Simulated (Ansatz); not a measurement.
Defect: Al-vacancy pair (Al on one host W site, one W site vacant) in bcc W, neutral cell. Computed with PBE, PAW (plane waves to 420 eV; Ansatz, an electronic-structure program).

Cell of 36 host sites held at the relaxed PBE lattice; a 2×2×3 k-point mesh shifted by half a step; Fermi-Dirac width 0.10 eV, spin-restricted; finite-size errors left in. Energies are static. Spin-orbit coupling is left out. Forms of the defect that were not tried may lie lower.

Barriers: single points on a 3×3×5 k-point mesh shifted by half a step at the bands' geometries (they differ from the bands' own by up to 0.12 eV, and are uncertain by about as much).

A. direct exchange of Al with the vacancy (Al-vacancy distance between ideal sites 2.76 Å throughout); the atom moves 2.41 Å along (0.44, 0.44, 0.44) of the unit cell; the moving atom starts with neighbours 3 W at 2.75, 3 W at 2.81, W at 2.92, 2 W at 3.05, W at 3.08, 2 W at 3.26, W at 3.29 Å and ends with 3 W at 2.75, 3 W at 2.81, W at 2.92, 2 W at 3.05, W at 3.08, 2 W at 3.26, W at 3.29 Å; saddle order not checked, on a symmetry element.
B. a nearby W atom hops onto the vacant site (Al-vacancy distance between ideal sites 2.76 → 3.18 Å); the atom moves 2.72 Å along (0.50, 0.50, -0.49) of the unit cell; the moving atom starts with neighbours Al at 3.08, Al at 3.29; 2 W at 2.75, W at 2.76, 4 W at 2.77, 2 W at 3.16, 2 W at 3.19 Å and ends with Al at 2.77; 2 W at 2.73, W at 2.74, 2 W at 2.75, W at 2.77, W at 3.12, 2 W at 3.18, 2 W at 3.19, W at 3.25 Å; saddle order not checked, on a symmetry element.

A band can be held on a symmetry element, so unchecked saddle points there may be too high.

Task: Put the candidates in order of forward barrier, lowest first, for PBE, PAW.

Result: A (0.56 eV), B (1.98 eV)
